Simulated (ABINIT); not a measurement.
A self-consistent single point of Nb (Im-3m, 1 atom in the cell) with ABINIT.

Method of the run: PBE, norm-conserving pseudopotentials (PseudoDojo nc-sr-05 PBE standard) (plane waves; ABINIT).

The change in words: lattice scaled by 0.98. Reference geometry:
```xyz
1
Lattice="-1.6837 1.6837 1.6837 1.6837 -1.6837 1.6837 1.6837 1.6837 -1.6837" Properties=species:S:1:pos:R:3 pbc="T T T"
Nb     0.0000     0.0000     0.0000
```

Reference input (self-consistent single point, DFT, PBE, plane waves, norm-conserving pseudopotentials (PseudoDojo nc-sr-05 PBE standard)): pseudos = [Nb.upf]; ecut = 82 Ry; occopt = 3; tsmear = 0.1 eV; ngkpt = 11 11 11; nshiftk = 1; shiftk = 0 0 0; potentials = PseudoDojo nc-sr-05 PBE standard; nband = 12; kptopt = 1; nstep = 80; toldfe = 1e-09 Ha. This run's input differs from it in these lines:

```diff
@@ -5,5 +5,5 @@
 rprim
-        -3.1817262069    3.1817262069    3.1817262069
-         3.1817262069   -3.1817262069    3.1817262069
-         3.1817262069    3.1817262069   -3.1817262069
+        -3.1180915693    3.1180915693    3.1180915693
+         3.1180915693   -3.1180915693    3.1180915693
+         3.1180915693    3.1180915693   -3.1180915693
 natom 1
```

The program printed (abridged):

```
--- !BeginCycle
solver: {iscf: 7, nstep: 80, nline: 4, wfoptalg: 0, }
tolerances: {toldfe: 1.00E-09, }
...

     iter   Etot(hartree)      deltaE(h)  residm     vres2
 ETOT  1  -62.252746509468    -6.225E+01 1.408E-01 8.043E+01
 ETOT  2  -62.284608059286    -3.186E-02 2.949E-02 1.113E+01
 ETOT  3  -62.286697186480    -2.089E-03 1.648E-03 2.354E-03
 ETOT  4  -62.286698014462    -8.280E-07 1.213E-03 4.176E-05
 ETOT  5  -62.286698020861    -6.399E-09 6.462E-04 4.818E-07
 ETOT  6  -62.286698020935    -7.394E-11 7.715E-05 1.988E-10
 ETOT  7  -62.286698020936    -6.537E-13 1.119E-04 2.385E-12
 At SCF step    7, etot is converged :
  for the second time, diff in etot=  6.537E-13 < toldfe=  1.000E-09

 Cartesian components of stress tensor (hartree/bohr^3)
  sigma(1 1)= -8.03682150E-05  sigma(3 2)=  0.00000000E+00
  sigma(2 2)= -8.03682150E-05  sigma(3 1)=  0.00000000E+00
  sigma(3 3)= -8.03682150E-05  sigma(2 1)=  0.00000000E+00

 ----iterations are completed or convergence reached----

 reduced coordinates (array xred) for    1 atoms
       0.000000000000      0.000000000000      0.000000000000
 cartesian forces (eV/Angstrom) at end:
    1     -0.00000000000000    -0.00000000000000    -0.00000000000000
 frms,max,avg= 0.0000000E+00 0.0000000E+00   0.000E+00  0.000E+00  0.000E+00 e/A
 length scales=  1.000000000000  1.000000000000  1.000000000000 bohr
   [... lines left out ...]
 Fermi (or HOMO) energy (hartree) =   0.53302   Average Vxc (hartree)=  -0.47323
   [... lines left out ...]
total_energy        : -6.22866980209355E+01
total_energy_eV     : -1.69490724921958E+03
band_energy         : -4.03823896948136E+00
...

-Cartesian components of stress tensor (GPa)         [Pressure=  2.3645E+00 GPa]
- sigma(1 1)= -2.36451412E+00  sigma(3 2)=  0.00000000E+00
- sigma(2 2)= -2.36451412E+00  sigma(3 1)=  0.00000000E+00
- sigma(3 3)= -2.36451412E+00  sigma(2 1)=  0.00000000E+00

 Calculation completed.
```

The run converged in 7 iterations. Against the reference run the free energy falls by 18.9 meV/atom and the pressure goes from -7.38 to 2.36 GPa.

The starting cell comes from a database of computed structures (which also holds hypothetical and non-ambient phases and stackings), without a prior relaxation at this level. Its lattice was rescaled by a random factor within 2.5 % of one. For this run, on top of that: lattice scaled by 0.98. Spin polarisation is off.
